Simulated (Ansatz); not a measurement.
## AgCl in the rock salt structure (space group Fm-3m, No. 225)

```cif
data_AgCl
_chemical_formula_sum 'Ag1 Cl1'
_space_group_name_H-M_alt 'P 1'
_space_group_IT_number 1
_cell_length_a 3.96792
_cell_length_b 3.96792
_cell_length_c 3.96792
_cell_angle_alpha 60.000
_cell_angle_beta 60.000
_cell_angle_gamma 60.000
loop_
_space_group_symop_operation_xyz
  'x, y, z'
loop_
_atom_site_label
_atom_site_type_symbol
_atom_site_fract_x
_atom_site_fract_y
_atom_site_fract_z
_atom_site_occupancy
Ag1 Ag 0.00000 0.00000 0.00000 1
Cl1 Cl 0.50000 0.50000 0.50000 1
```

Method: PBE, PAW, 420 eV (Ansatz, an electronic-structure program; no spin-orbit coupling). Settings: 10×10×10 k-points, 0.05 eV Fermi–Dirac smearing.

| Quantity | Result |
|---|---|
| Volume per atom | 22.09 Å³ |
| Density | 5.39 g/cm³ |
| Band gap | 0.92 eV, indirect, L → Γ |
| Electron mass | 0.27 mₑ |
| Lowest conduction-band minima above the VBM | Γ 0.92 eV |
| Total energy | -4335.449 eV/atom (σ→0; compares only within this code and set-up) |

Effective masses come from finite differences of ±0.01 Å⁻¹. Whether these cells are dynamically stable was not tested.
